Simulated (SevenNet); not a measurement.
Cubic perovskite KZnF3

Level of theory: the machine-learned potential SevenNet-l3i5 (trained on PBE and PBE+U data).

Cell (relaxed at this level):

```yaml
crystal:
  lattice:
    - [4.12685, 0.00000, 0.00000]
    - [0.00000, 4.12685, 0.00000]
    - [0.00000, 0.00000, 4.12685]
  atoms:
    - { symbol: K, position: [0.00000, 0.00000, 0.00000] }
    - { symbol: Zn, position: [0.50000, 0.50000, 0.50000] }
    - { symbol: F, position: [0.50000, 0.00000, 0.50000] }
    - { symbol: F, position: [0.00000, 0.50000, 0.50000] }
    - { symbol: F, position: [0.50000, 0.50000, 0.00000] }
```

```yaml
bulk modulus B0: 71.7 GPa
elastic constant C11: 124 GPa
elastic constant C12: 45.7 GPa
elastic constant C44: 31.5 GPa
```

Measured, for comparison: elastic constant C11 134 ± 1 GPa, elastic constant C12 52.7 ± 0.5 GPa, elastic constant C44 38.1 GPa (temperature not stated, not corrected to a static lattice; as tabulated in Vaitheeswaran et al. (2016), arXiv:1609.00541). Computed (rounded) less measured: elastic constant C11 -7 %, elastic constant C12 -13 %, elastic constant C44 -17 %.

A machine-learned potential is trained on density-functional data: it inherits that level's misses and adds fitting errors of its own.

Note: this model's volume lies 6 % above that of the starting cell (a measured, published or database cell).

Elastic constants are with the ions relaxed.
